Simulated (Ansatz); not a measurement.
Consider a periodic stack without vacuum, hexagonal WC (1 0 0) on germanium (0 0 1) (film strained to the substrate, started from cuts of the bulks and a machine-learned relaxation; slabs Ge12 and W8C8, which can lie off the formulas): substrate slab Ge12, film W8C8, surface cells [[1, 0], [1, 1]] and [[-1, 1], [-1, -1]], film strained by -1.4 and +1.2 %, outermost planes Ge/Ge and W/C as cut, which need not be the usual terminations and can put a slab off its formula. Its start:

```
CELL_PARAMETERS angstrom
      4.07294     0.00000     0.02002
      0.00000     4.07294     0.01564
     -0.19662     0.45328    27.26292
ATOMIC_POSITIONS crystal
  Ge 0.13224 0.98239 0.08048
  Ge 0.63663 0.95605 0.02562
  Ge 0.59235 0.48144 0.18554
  Ge 0.09635 0.47804 0.13284
  Ge 0.06743 0.97268 0.29126
  Ge 0.56807 0.97605 0.23812
  Ge 0.56697 0.44295 0.39781
  Ge 0.06472 0.46506 0.34457
  Ge 0.09350 0.85659 0.50477
  Ge 0.58742 0.93185 0.45116
  Ge 0.62416 0.63836 0.58714
  Ge 0.12404 0.31511 0.56441
  W  0.63160 0.00787 0.66160
  W  0.13141 0.49214 0.65653
  C  0.63173 0.49760 0.69098
  C  0.13213 0.99527 0.68592
  W  0.88671 0.23969 0.75252
  W  0.38450 0.73926 0.75194
  C  0.88726 0.73653 0.78285
  C  0.38557 0.23418 0.78299
  W  0.13668 0.47643 0.84575
  W  0.63663 0.97625 0.84613
  C  0.13661 0.97181 0.87662
  C  0.63667 0.47226 0.87650
  W  0.38290 0.70974 0.94161
  W  0.89129 0.21665 0.94146
  C  0.39302 0.21173 0.96917
  C  0.88263 0.70795 0.96950
```

The start was prepared with a machine-learned potential, and the result is one local minimum, with the in-plane cell held and forces under 0.04 eV/Å; the film can end far from its bulk form.

Level of theory: PBE (plane waves to 420 eV, PAW; Ansatz, an electronic-structure program). Spin–orbit coupling is left out; the runs are not spin-polarised. Its k-point mesh 8×8×1, Fermi–Dirac width 0.05 eV.

Q: Predict the relaxed interface.

A: 
```
Property                                                                                   Value
-------------------------------------------------------------------------------  ---------------
interface area                                                                           16.6 Å²
period                                                                                   27.26 Å
heights between the nearest atoms of the two slabs at the two interfaces         2.10 and 1.60 Å
Ge–W contacts across the interfaces within 1.22 times the sum of covalent radii   8, mean 2.87 Å
C–Ge contacts across the interfaces within 1.22 times the sum of covalent radii   2, mean 2.11 Å
slope of the mean potential energy in the substrate                               +1.4 MV/cm × e
```
